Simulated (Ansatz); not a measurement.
The starting structures come from a database of crystals and need not be the phases stable at ambient conditions.

Inside the gap of an insulator the Bloch states are evanescent, with a wavenumber k + iκ along the transport direction.

Input:

```xyz
20
Lattice="4.8469 0.0000 0.0000 0.0000 4.9854 0.0000 0.0000 0.0000 6.8772" Properties=species:S:1:pos:R:3 pbc="T T T"
Al     3.6248     4.8333     2.6849
Al     1.2222     0.1521     4.1924
Al     3.6456     2.3406     0.7537
Al     1.2013     2.6448     6.1235
Al     3.6456     0.1521     6.1235
Al     1.2013     4.8333     0.7537
Al     3.6248     2.6448     4.1924
Al     1.2222     2.3406     2.6849
O      4.3282     4.4770     4.4977
O      0.5187     0.5084     2.3795
O      2.9422     1.9843     5.8181
O      1.9047     3.0011     1.0591
O      2.9422     0.5084     1.0591
O      1.9047     4.4770     5.8181
O      4.3282     3.0011     2.3795
O      0.5187     1.9843     4.4977
O      4.6075     3.7391     0.0000
O      0.2394     1.2464     0.0000
O      2.6629     1.2464     3.4386
O      2.1840     3.7391     3.4386
```

Space group of this cell: Pbcn. The cell is strained (lengths along the current scaled by 0.97, ions clamped).

Transport runs along the normal of the first two printed cell vectors.

The gap is the functional's own. No spin-orbit coupling. Mid-gap values are interpolated on the energy grid.

Q: Predict the band gap and the smallest decay constant κ at mid-gap from r2SCAN run with Ansatz (a program for electronic structure).

A: Gap 6.46 eV on a 6×6×6 mesh; κ = 0.397 1/Å, at the zone centre.
